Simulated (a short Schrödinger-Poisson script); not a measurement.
Stack: gated Al0.33Ga0.67As/GaAs modulation-doped gas, at 20 K.

```tsv
layer	material	thickness (nm)	Nd (cm⁻³)	Na (cm⁻³)
1	Al0.33Ga0.67As	15	-	-
2	Al0.33Ga0.67As	20	2.7e18	-
3	Al0.33Ga0.67As	20	-	-
4	GaAs	6000	-	2e14
```

The device is made up for the run: typed textbook-type constants, with dimensions and the other settings drawn at random. Al0.33Ga0.67As: permittivity 11.96, conduction-band edge (eV) 0.261, gap (eV) 1.836, electron mass (mₑ) 0.0944, Nv at 300 K (cm⁻³) 9e18. GaAs: permittivity 12.9, conduction-band edge (eV) 0, gap (eV) 1.424, Nv at 300 K (cm⁻³) 9e18.

Channel valleys (confinement mass, in-plane density-of-states mass, number): Γ 0.067, 0.067, 1. At the gate the conduction-band edge of layer 1 lies 1.01 eV − eVg above the Fermi level of the channel; the field vanishes at the back. Donor level 0.05 eV below the band edge. The barrier under the gate holds no holes. Gaps are held at their typed values at every temperature. Mesh 0.08 nm at interfaces.

From a short Schrödinger-Poisson script (our own, NumPy): 1D Poisson equation in equilibrium, electrons quantum, Hartree plus LDA exchange-correlation (BenDaniel-Duke, 40 states a valley, the channel's in-plane mass for all, wave functions free to enter the barrier), parabolic valleys, classical holes, donors ionised by Fermi statistics, acceptors fully, no traps, pinning or gate leakage.

The same stack at other levels of the model or other numerical settings:

| run | sheet density of all electrons at Vg = 0.5 V (cm⁻²) | sheet density of all electrons at Vg = -0.5 V (cm⁻²) | capacitance at Vg = 0.5 V (μF/cm²) | centroid of the channel electrons at Vg = 0.5 V (nm) | rough cost against the base |
|---|---|---|---|---|---|
| base | 4.25e11 | 4.24e11 | 0.500 | 7.05 | about 1 |
| electrons treated as classical, Boltzmann | 5.50e11 | (withheld) | 0.500 | 0.79 | 0.02 |
| electrons treated as classical, Fermi-Dirac | 4.40e11 | 4.39e11 | 0.500 | (withheld) | 0.06 |
| electrons treated as quantum, Hartree | (withheld) | 4.04e11 | 0.500 | 7.43 | 0.5 |
| mesh six times as coarse | 4.25e11 | 4.23e11 | 0.500 | 7.03 | 0.3 |
| one subband a valley | 4.25e11 | 4.23e11 | 0.500 | 7.04 | 0.2 |

Question: Some entries are withheld; supply them.

Answer: 
- electrons treated as classical, Boltzmann, sheet density of all electrons at Vg = -0.5 V (cm⁻²): 5.48e11
- electrons treated as classical, Fermi-Dirac, centroid of the channel electrons at Vg = 0.5 V (nm): 4.92
- electrons treated as quantum, Hartree, sheet density of all electrons at Vg = 0.5 V (cm⁻²): 4.05e11

The classical rows ignore confinement, and Boltzmann statistics overrate the density once the band edge passes the Fermi level.
